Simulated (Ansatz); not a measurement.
System: MoPt₂ (Immm, No. 71). Method: r²SCAN-D4 (plane waves, PAW; Ansatz, a quantum-chemistry and plane-wave program).

Settings: plane-wave cutoff 560 eV, 24×24×24 k mesh, Fermi–Dirac smearing 0.05 eV, no spin polarisation, scalar-relativistic PAW data made under PBE.

Results at a series of volumes:

```csv
V (Å³/atom),E − E_lowest (meV/atom),P (GPa)
14.400,24.47,13.61
14.700,5.87,6.40
15.000,0.00,0.00
15.300,5.42,-5.67
15.600,20.85,-10.70
```

### Question
Estimate the bulk modulus and its pressure derivative from these points.

### Answer
V0 = 15.000 Å³/atom, B0 = 301 GPa, B′ = 5.0 (fit to the energies at full precision).

Shape and atoms are relaxed at each volume.

Note: the relaxation could not lower the start's symmetry, so the cell can be a saddle point above a distorted one; the bulk modulus comes from volumes at which shape and atoms were relaxed.

Spin–orbit coupling is not included.

The computed numbers hold no vibrational or temperature effects.
